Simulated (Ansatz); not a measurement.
Consider Ir in the fcc (Cu type) structure (space group Fm-3m, No. 225; relaxed with 0.1 eV smearing).

```yaml
crystal:
  lattice:
    - [0.00000, 1.91555, 1.91555]
    - [1.91555, 0.00000, 1.91555]
    - [1.91555, 1.91555, 0.00000]
  atoms:
    - { symbol: Ir, position: [0.00000, 0.00000, 0.00000] }
```

Cartesian axes are those of the cell as printed.

Method: PBEsol/PAW in Ansatz (a quantum-chemistry and plane-wave program), no SOC.

Strains are applied to the cell and any free atomic positions relax; under biaxial strain the out-of-plane vector relaxes too.

One change was made to it. Results:

```tsv
quantity	base	after
energy relative to the base (free energy F)	0 meV/atom	+5.9 meV/atom
pressure (mean of the normal stresses, compression positive)	0.0 GPa	-4.4 GPa
```

Question: Which of these changes matches the shifts?
(A) biaxial strain +1.00 %, plane normal [001], relaxed out of plane
(B) biaxial strain −1.00 %, plane normal [001], relaxed out of plane
(C) biaxial strain −0.50 %, plane normal [001], relaxed out of plane
(D) biaxial strain −1.50 %, plane normal [001], relaxed out of plane
(E) biaxial strain +2.50 %, plane normal [001], relaxed out of plane

Answer: A, biaxial strain +1.00 %, plane normal [001], relaxed out of plane. For comparison, the pressure in the other runs: biaxial strain −1.00 %, plane normal [001], relaxed out of plane gives 4.9 GPa; biaxial strain −1.50 %, plane normal [001], relaxed out of plane gives 7.5 GPa; biaxial strain −0.50 %, plane normal [001], relaxed out of plane gives 2.4 GPa; biaxial strain +2.50 %, plane normal [001], relaxed out of plane gives -10.2 GPa.

Whether these cells are dynamically stable was not tested. The final runs are not spin-polarised.
